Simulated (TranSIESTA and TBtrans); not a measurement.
Run with TranSIESTA and TBtrans (open boundaries, self-consistent; PseudoDojo norm-conserving potentials, scalar-relativistic): PAO.BasisSize DZP, PAO.EnergyShift 0.15 eV, XC.Authors PBE, Mesh.Cutoff 200 Ry, ElectronicTemperature 300 K, TS.Voltage 0.0 eV, TBT.Elecs.Eta 0.001 eV, no spin polarisation.

Junction: Sn chain bridged by a linear C4 unit along the axis. Leads: straight Sn chain, spacing 2.75 Å. Geometry: 6 atoms about the centre moved by SIESTA (PBE, DZP) to a largest force of 0.02 eV/Å, all others as built, motion along the axis alone.

Task: Predict: conductance at 300 K (G0 = 2e²/h); mean T from −0.5 to 0.5 eV.

Result: conductance at 300 K (G0 = 2e²/h): 1.64; mean T from −0.5 to 0.5 eV: 1.51. The straight chain is held at its spacing; free chains may zigzag or dimerise. No spin-polarised start was tried, so a magnetic state, if there is one, is missed.
